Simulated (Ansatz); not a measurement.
Start from Au in the fcc (Cu type) structure (space group Fm-3m, No. 225; a = 4.157 Å).

All numbers come from Kohn–Sham DFT with the PBE functional, run in Ansatz (a first-principles code) with PAW and 420 eV plane waves, without spin-orbit coupling.

Before the change:

```
Quantity              Result
-------------------  -------
Lattice parameter a  4.157 Å
```

Now apply this change: a negative pressure, −1 GPa.

Task: Predict the new lattice parameter a.

Result: The lattice parameter a grows by 0.010 Å (4.157 Å → 4.167 Å).

Load acts through the strain it causes; cell and atoms are relaxed under it. No phonon test of stability was made.
